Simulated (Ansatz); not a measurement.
Checking a run of Ansatz (a program for electronic structure) on K2CuBiCl6 (Fm-3m, 10 atoms in the cell). The aim is a self-consistent single point with DFT, PBEsol, plane waves, default PAW files made with PBE.

Cell that was meant: a = 7.4007 Å, b = 7.4007 Å, c = 7.4007 Å, α = 60.00°, β = 60.00°, γ = 60.00°.

Part of the input:

Ansatz 0.2 input:
```yaml
    - { symbol: Cl, position_ang: [5.23310500, 5.23310500, 7.73892500] }
basis:
  ecutwfc: 30.9 Ry
  ecutrho_ratio: 2
kpoints:
  mp_grid: { grid: [5, 5, 5] }
hamiltonian:
```

Log, with long lists cut:

```
WARN basis.ecutrho_ratio = 2 (ecutrho = 840.8318350010292 eV) is below the records' recommended cutoff
   [... lines left out ...]
PAW frozen core: Cl, regenerated for the run's functional, and the local potential with it
Initial density: superposition of atomic densities (neutral atoms: chi_scale 0, normalization atom), corrected by the library's trained network
Initial wavefunctions: pseudopotential atomic-orbital guess
Eigensolver: davidson
Functional: x = pbesol(κ = 0.804, μ = 0.12345679012345678), c = pbesol(β = 0.046)
SCF iter   1: F=—  HF=-28240.032110 eV  |F-HF|=—  |Δ(HF+E_count)|=         —  Δρ=7.41e-3  dr2=1.70e-1  ethr=1.77e-3  ⟨swp⟩=5.3  Hψ=1886  notcnv=0  defer=75
all-band conjugate gradients solve this SCF's bands
preconditioner: auto → Resta (q_TF=auto, 2.266 Å⁻¹)
SCF iter   2: F=—  HF=-28240.023546 eV  |F-HF|=—  |Δ(HF+E_count)|=   8.56e-3  Δρ=7.43e-3  dr2=1.18e-1  ethr=1.81e-4  ⟨swp⟩=3.0  Hψ=1180  notcnv=0  defer=76
   [... lines left out ...]
SCF iter   7: F=—  HF=-28239.997417 eV  |F-HF|=—  |Δ(HF+E_count)|=   4.41e-6  Δρ=6.84e-6  dr2=2.71e-7  ethr=5.52e-9  ⟨swp⟩=2.0  Hψ=803  notcnv=0  defer=71
SCF iter   8: F=—  HF=-28239.997417 eV  |F-HF|=—  |Δ(HF+E_count)|=   7.62e-8  Δρ=5.44e-6  dr2=1.27e-7  ethr=1.06e-10  ⟨swp⟩=19.4  Hψ=3572  notcnv=0
SCF iter   9: F=-28239.997417 eV  HF=-28239.997417 eV  |F-HF|=6.58e-9  |Δ(HF+E_count)|=   1.43e-8  Δρ=1.91e-6  dr2=1.09e-8  ethr=1.06e-10  ⟨swp⟩=4.2  Hψ=1775  notcnv=0
SCF 1 converged in 9 iterations: F = -28239.997417 eV  dr2 = 1.09e-8
Free energy (F): -28239.997417 eV
Internal energy: -28239.997417 eV  (E = F + TS)
E sigma→0 (E₀):  -28239.997417 eV
Fermi energy:    4.289242 eV
--- Forces (eV/Å), atoms counted from 1 ---
  atom   1  K      0.00000000     0.00000000    -0.00000000
  atom   2  K     -0.00000000     0.00000000     0.00000000
  atom   3  Cu     0.00000000     0.00000000     0.00000000
  atom   4  Bi    -0.00000000     0.00000000     0.00000000
  atom   5  Cl     0.07839961    -0.00000000    -0.00000000
  atom   6  Cl    -0.07839961     0.00000000    -0.00000000
  atom   7  Cl     0.00000000     0.07839961    -0.00000000
  atom   8  Cl    -0.00000000    -0.07839961    -0.00000000
   [... lines left out ...]
  P = ⅓ Tr σ = -1.7095 GPa (-17.095 kbar)
  The stress holds the Pulay correction, which leaves out the density cutoff's part. Without it, at fixed plane waves, as pw.x and ABINIT print it …
settings of this run that can trade accuracy for cost: basis.ecutrho_ratio < 4. Do not mix this run's numbers with those of runs without the same settings …
```

Problem. Is anything amiss in this input, and did it matter?

Solution. The results are close to the sound ones and would serve for rough work. The doubtful point is a density cutoff or grid that is too coarse. The charge density holds wave vectors up to twice those of the orbitals (four times the energy cutoff), and augmentation charges need more still. The run converged in 9 iterations without an error; against the sound input the free energy falls by 1.4 meV/atom, the pressure moves little (-1.76 to -1.71 GPa), the largest force stays at 0.078 eV/Å and the gap on the mesh stays at 1.073 eV. The full log also holds (shortened here): “WARN basis.ecutrho_ratio = 2 (ecutrho = 840.8318350010292 eV) is below the records' recommended cutoff”. At a fixed set of plane waves, without the program's Pulay estimate, the pressure is -1.72 GPa against -1.78 GPa.

The sound input it was made from differs as follows (other fixes are possible):
```diff
-  ecutrho_ratio: 2
```

With that input, the run converged in 9 iterations: free energy E − TS (on the zero of these files) -28239.9831 eV; top of the valence band (on the code's own zero) 4.29 eV; gap on the k-point mesh 1.07 eV; pressure -1.76 GPa; largest force (vector length) 0.078 eV/Å (DFT, PBEsol, plane waves, default PAW files made with PBE).

On the sound input: the starting cell comes from a database of computed structures (which also holds hypothetical and non-ambient phases and stackings), without a prior relaxation at this level. Spin-orbit coupling is off. Ansatz's pressure includes its estimate of the finite-basis (Pulay) stress.
